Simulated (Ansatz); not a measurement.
By PBEsol, the system below comes out a metal.

Consider the following.

```
CELL_PARAMETERS angstrom
      2.85971     0.00000     0.00000
      0.00000     4.04424     0.00000
      0.00000     2.02212     2.02212
ATOMIC_POSITIONS crystal
  Al 0.50000 0.50000 0.00000
  Ni 0.00000 0.00000 0.00000
```

The cell is taken as given.

The current flows along the normal of the first two printed cell vectors, the (110) plane of the conventional cell. No spin-orbit coupling; the value is a mean over 0.1 eV about the Fermi level.

State the ballistic conductance per area according to PBEsol (Ansatz, a program for electronic structure).

1.0 × 10¹⁵ S/m² for both spins.
